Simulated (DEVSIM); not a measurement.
## abrupt Si p-n junction

System: abrupt Si p-n junction, at 350 K.

```tsv
layer (left to right)	material	thickness (μm)	Nd (cm⁻³)	Na (cm⁻³)	τn (s)	τp (s)
1	Si	0.110	-	2.3e17	0.00027	0.00027
2	Si	220	8.4e15	-	0.00027	0.00027
```

Left contact: ohmic. Right contact: ohmic. Voltage is applied to the left contact. Recombination: SRH at mid-gap. Mobility is constant in doping.

Constants are typed, rounded textbook-type inputs, not results; the design itself was drawn at random and stands for no fabricated device. Values at 300 K; Nc and Nv go as T^1.5, mobilities as T to minus their exponent, the gap by Varshni's rule with the affinity fixed.

```
parameter               Si
----------------  --------
gap (eV)             1.124
affinity (eV)         4.05
permittivity          11.7
Nc (cm⁻³)          2.86e19
Nv (cm⁻³)           3.1e19
μn (cm²/Vs)           1417
μp (cm²/Vs)            470
T exponent of μn       2.3
T exponent of μp       2.2
Varshni α (eV/K)  0.000473
Varshni β (K)          636
```

DEVSIM, 1D drift-diffusion, Boltzmann statistics, complete ionisation; no tunnelling, impact ionisation, image-force lowering or self-heating.

```
Quantity                                            Value
---------------------------------------------  ----------
Potential step across the device at zero bias     0.704 V
Largest field in the device at zero bias       45000 V/cm
Dark forward voltage at 1 A/cm²                   0.473 V
```

Dark reverse current:

```tsv
V (V)	J (A/cm²)
-0.10	-3.0e-7
-0.25	-3.1e-7
-0.50	-3.2e-7
-0.75	-3.2e-7
-1.00	-3.3e-7
-1.50	-3.4e-7
-2.00	-3.5e-7
-2.50	-3.6e-7
-3.25	-3.7e-7
-4.00	-3.8e-7
-5.00	-4.0e-7
```

Small-signal capacitance in reverse bias (quasi-static):

| V (V) | C (nF/cm²) |
|---|---|
| -0.1 | 30.3 |
| -0.25 | 27.6 |
| -0.5 | 24.3 |
| -0.75 | 22.0 |
| -1 | 20.2 |
| -1.5 | 17.7 |
| -2 | 16.0 |
| -2.5 | 14.6 |
| -3.25 | 13.1 |
| -4 | 12.0 |
| -5 | 10.9 |
